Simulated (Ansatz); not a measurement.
For Ag (model structure, P6/mmm, No. 191, 7 atoms in the cell), PBE in Ansatz (PAW) gives:

```
Property                    Value
-------------------  ------------
lattice parameter a       5.386 Å
lattice parameter c       5.264 Å
cohesive energy      2.40 eV/atom
```

Q: What does r²SCAN (plane waves, PAW; Ansatz, an electronic-structure program) give for the same quantities?

A: 
- lattice constant a: 5.328 Å (falls by 1.1 %)
- lattice parameter c: 5.204 Å (falls by 1.1 %)
- cohesive energy: 2.73 eV/atom (increases by 0.33 eV/atom)

Changes are worked out from the printed values.

Unless a cell is named, each level is at its own relaxed cell (PBE 18.89, r²SCAN 18.27 Å³/atom).

Ansatz's density-functional and Hartree–Fock values are scalar-relativistic unless marked +SOC, with PAW data made under PBE.

A model structure was made by putting elements into a prototype or built by hand; it is no filed structure, need not be a known phase, and can be a saddle point held by its symmetry.
